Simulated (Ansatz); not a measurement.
Results of HSE06 in Ansatz (PAW) for Bi2SiO5 (Cmc2₁, No. 36, 16 atoms in the cell; start mp-28144).

Run with plane-wave cutoff 460 eV, 4×4×4 k mesh, Fermi–Dirac smearing 0.01 eV, scalar-relativistic PAW data made under PBE.

Cell (relaxed with PBEsol):

Space group Cmc2₁ (No. 36); a = 15.171 Å, b = 5.481 Å, c = 5.327 Å, α = β = γ = 90.00°

```csv
atom,site,symmetry,x,y,z
Si,4a,m..,0.0000,0.3211,0.3004
Bi,8b,1,0.3346,0.2791,0.2449
O,8b,1,0.2505,0.0092,0.0152
O,8b,1,0.0919,0.1739,0.3245
O,4a,m..,0.0000,0.4694,0.0284
```
(The calculation used a cell of 16 atoms; values per cell refer to that cell.)

### Question
Give the computed band gap.

### Answer

band gap: 4.00 eV (on the SCF k mesh)

Note: cell and atoms aren't relaxed at this level (largest force component 0.45 eV/Å, pressure -1.2 GPa).

Spin–orbit coupling is not included; with these elements it can move the gap by several tenths of an eV or more.

Cost on a shared machine: around 11 core-minutes (rough).

A start named mp-… is a Materials Project structure, which need not be a measured phase.

Ansatz is a quantum-chemistry and plane-wave program.
